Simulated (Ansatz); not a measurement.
Resistivity and coupling across 11 crystals of space group Pm-3m

All by PBEsol, DFPT electron-phonon coupling, linearised Boltzmann equation in Ansatz (a quantum-chemistry and plane-wave program); geometry: relaxed with this functional, without spin-orbit coupling.

| Metal | λ_tr | ħω_p (eV) | 2π λ_tr k_BT/(ħ ε₀ ω_p²) (μΩ·cm) | Boltzmann ρ at 300 K |
|---|---|---|---|---|
| CuZn | 0.352 | 9.55 | 4.7 | 4.4 μΩ·cm |
| TaTc | 0.126 | 5.63 | 4.8 | 3.7 μΩ·cm |
| MgRh | 0.197 | 6.97 | 4.9 | 5.1 μΩ·cm |
| TiOs | 0.088 | 4.62 | 5.0 | 3.9 μΩ·cm |
| AgZn | 0.409 | 9.42 | 5.6 | 5.4 μΩ·cm |
| PdCu | 0.185 | 5.95 | 6.3 | 4.6 μΩ·cm |
| MgAu | 0.405 | 8.78 | 6.3 | 5.7 μΩ·cm |
| TiRu | 0.131 | 4.93 | 6.5 | 5.2 μΩ·cm |
| HfTc | 0.316 | 7.62 | 6.6 | 6.2 μΩ·cm |
| LuPd | 0.349 | 6.88 | 8.9 | 8.3 μΩ·cm |
| MgLa | 0.556 | 3.82 | 46 | 41 μΩ·cm |

Question: How well does the high-temperature formula give the resistivity, and how does the resistivity go with each factor?

Answer: The Boltzmann value is 0.90 times the estimate in the median (0.72 to 1.04). The resistivity follows λ_tr loosely (rank correlation 0.71) and the plasma energy weakly at most (0.03). Ratios under 1 arise where phonon energies aren't small against k_BT and because the solution lets the distribution adjust. Lowest: TaTc (Pm-3m); highest: MgLa (Pm-3m).

Metals; harmonic phonons alone scatter; means over directions. Halving the electron mesh moves these values by up to 10 %; q meshes are mostly untested. Some of the runs warned that the eigensolver left states short of its tolerance. Spin-orbit coupling is left out.

Formula and space group known from diffraction (Crystallography Open Database), not checked to be the room-temperature form: AgZn (Pm-3m), HfTc (Pm-3m), LuPd (Pm-3m), MgAu (Pm-3m), MgLa (Pm-3m), MgRh (Pm-3m), PdCu (Pm-3m), TaTc (Pm-3m), TiOs (Pm-3m), TiRu (Pm-3m). The missing spin-orbit coupling matters most for HfTc (Pm-3m), LuPd (Pm-3m), MgAu (Pm-3m), TaTc (Pm-3m), TiOs (Pm-3m).
